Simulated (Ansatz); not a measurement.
Ru: response to strain

The parent structure is Ru in the hcp (Mg type) structure (space group P6_3/mmc, No. 194; a = 2.7045 Å, c = 4.2601 Å). Axes: x lies along a and z along c of the hexagonal cell.

Strains are applied to the cell and any free atomic positions relax; under biaxial strain the out-of-plane vector relaxes too.

Level of theory: r2SCAN/PAW in Ansatz (a quantum-chemistry and plane-wave program), scalar-relativistic without spin-orbit coupling.

Notes on the quantities. pressure: mean of the normal stresses, compression positive.

```tsv
change	volume per atom	pressure	space group
base	13.49 Å³	0.0 GPa	P6_3/mmc (No. 194)
biaxial strain −4.59 %, plane normal [001], relaxed out of plane	12.60 Å³	28.3 GPa	P6_3/mmc (No. 194)
biaxial strain −2.48 %, plane normal [001], relaxed out of plane	13.01 Å³	13.5 GPa	P6_3/mmc (No. 194)
biaxial strain −1.39 %, plane normal [001], relaxed out of plane	13.22 Å³	7.1 GPa	P6_3/mmc (No. 194)
biaxial strain −0.47 %, plane normal [001], relaxed out of plane	13.40 Å³	2.3 GPa	P6_3/mmc (No. 194)
biaxial strain −0.34 %, plane normal [001], relaxed out of plane	13.43 Å³	1.7 GPa	P6_3/mmc (No. 194)
isotropic strain +1.72 %	14.20 Å³	-15.3 GPa	P6_3/mmc (No. 194)
uniaxial strain ε_xx = −1.29 %	13.32 Å³	4.5 GPa	Cmcm (No. 63)
uniaxial strain ε_yy = −5.91 %	12.70 Å³	24.6 GPa	Cmcm (No. 63)
uniaxial strain ε_yy = −0.62 %	13.41 Å³	2.1 GPa	Cmcm (No. 63)
```

Without a gap, meshes like the base's 20×20×11 leave anisotropic stresses uncertain by several tenths of a GPa, and small strain energies with them. Stability against distortions was not tested. All final runs are without spin polarisation.
